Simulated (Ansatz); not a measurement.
Formation energies of neutral defects against the elements (graphite for carbon, diatomic gases, S8), in alpha quartz (eV), each at one geometry relaxed with PBE and evaluated in Ansatz (a first-principles code) with PBE, r2SCAN. Details: 72-site cell; 2×2×2 Γ-centred k-points; charged states image-corrected; no spin–orbit coupling; no Hubbard U; corrections pass 1 eV, so highly charged states may be off by several tenths; flagged in the runs: for some of the defects a doubtful potential alignment, a host whose relaxation on this sampling wasn't shown to rest, a strain field that reaches the edge of the cell.

```tsv
defect	PBE	r2SCAN
Sn on the Si site	4.79	4.84
N on the O site	5.25	5.26
Zr on the Si site	-0.70	-0.75
Ge on the Si site	3.71	3.89
Ti on the Si site	-0.46	-0.42
C on the O site	8.00	8.06
Y on the Si site	2.46	2.72
P on the Si site	5.83	6.46
B on the Si site	4.25	4.90
```

PBE less r2SCAN: over the 9 rows with both numbers (drawn at random from the settled rows of this host; unsettled states are left out), mean -0.21 eV, median -0.05 eV, mean size 0.22 eV, from -0.65 to 0.05 eV.
